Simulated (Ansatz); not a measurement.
**SrTiO3, response to strain**

Start from SrTiO₃ in the cubic perovskite structure (space group Pm-3m, No. 221; a = 3.854 Å). Axes: x, y, z lie along the cube axes.

Strains are applied to the cell and any free atomic positions relax.

Computed with LDA (Ansatz, an electronic-structure program; PAW; 420 eV plane waves; scalar-relativistic without spin-orbit coupling).

Notes on the quantities. energy relative to the base: free energy F; pressure: mean of the normal stresses, compression positive.

```json
[
 {"change": "base", "energy relative to the base": "0 meV/atom", "volume per atom": "11.45 Å³", "smallest direct gap": "2.17 eV", "pressure": "0.00 GPa"},
 {"change": "uniaxial strain ε_zz = +0.60 %", "energy relative to the base": "+0.4 meV/atom", "volume per atom": "11.52 Å³", "smallest direct gap": "2.16 eV", "pressure": "-1.18 GPa"},
 {"change": "uniaxial strain ε_zz = +1.20 %", "energy relative to the base": "+1.9 meV/atom", "volume per atom": "11.59 Å³", "smallest direct gap": "2.15 eV", "pressure": "-2.31 GPa"},
 {"change": "uniaxial strain ε_zz = +1.80 %", "energy relative to the base": "+4.1 meV/atom", "volume per atom": "11.66 Å³", "smallest direct gap": "2.14 eV", "pressure": "-3.37 GPa"},
 {"change": "uniaxial strain ε_zz = +2.40 %", "energy relative to the base": "[?]", "volume per atom": "11.73 Å³", "smallest direct gap": "[?]", "pressure": "[?]"},
 {"change": "uniaxial strain ε_zz = +3.00 %", "energy relative to the base": "+11 meV/atom", "volume per atom": "11.79 Å³", "smallest direct gap": "2.12 eV", "pressure": "-5.35 GPa"}
]
```

Q: Some entries are withheld; estimate them.

A: 
- uniaxial strain ε_zz = +2.40 %, energy relative to the base: +7.2 meV/atom
- uniaxial strain ε_zz = +2.40 %, smallest direct gap: 2.13 eV
- uniaxial strain ε_zz = +2.40 %, pressure: -4.38 GPa

No phonon test of stability was made. The final runs are not spin-polarised. Many cubic perovskites are stable only at high temperature; tilts and polar distortions were not tested.
